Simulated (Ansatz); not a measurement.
SnPbO3 (Pm-3m, No. 221, 5 atoms in the cell; start mp-978952) was calculated with G0W0@PBEsol in Ansatz (plane waves, hard PAW, contour deformation).

The same calculation (at the PBEsol cell, 13.510 Å³/atom) with different numerical settings; throughout: k mesh 2×2×2:

```
run  response cutoff (eV)  empty bands  quasiparticle gap on the mesh (eV)  quasiparticle gap at Γ (eV)   rough time
---  --------------------  -----------  ----------------------------------  ---------------------------  -----------
1                     100          282                               2.367                        3.561    50 core-s
2                     150          518                               2.445                        3.608   100 core-s
3                     200          797                               2.491                        3.635   5 core-min
4                     250         1114                               2.526                        3.654  10 core-min
5                     300         1464                                   ?                            ?  20 core-min
```

Problem. What belongs in the gaps?

Solution. 
- 5, quasiparticle gap on the mesh (eV): 2.549
- 5, quasiparticle gap at Γ (eV): 3.669

In the column quasiparticle gap on the mesh (eV) the first row differs from the last by -0.182 and the next to last by -0.023.

The last row is no converged limit: other settings stay fixed.

Spin–orbit coupling is not included.

Note: filled d or f shells below the valence bands can shift G0W0 gaps through exchange with them, which wasn't tested here.

A start named mp-… is a Materials Project structure, which need not be a measured phase.

Ansatz is an electronic-structure program.
